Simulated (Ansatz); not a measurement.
B on the Si site + Fe interstitial in silicon: one set of geometries, relaxed with PBE, evaluated in Ansatz (PAW, plane waves to 420 eV, 500 eV under r2SCAN) with PBE, r2SCAN.

Cell and caveats: 64-site cell; 2×2×2 shifted k-points; start: the Si site; void 2.37 Å away; no Hubbard U; energies good to tenths of an eV; relaxed from one start, so a lower configuration may exist; flagged in the runs: a strain field that reaches the edge of the cell.

```tsv
quantity	PBE	r2SCAN
host gap (eV)	0.61	?
neutral formation energy against alpha boron, bcc Fe, ferromagnetic, silicon (eV)	1.64	?
largest moment on one atom at charge 0 (μB)	2.12	?
```

**Question.** Given the lower rungs, what does r2SCAN give?

**Answer.** 
- host gap (eV), r2SCAN: 0.79
- neutral formation energy against alpha boron, bcc Fe, ferromagnetic, silicon (eV), r2SCAN: 1.84
- largest moment on one atom at charge 0 (μB), r2SCAN: 2.40

Ansatz is a program for electronic structure.
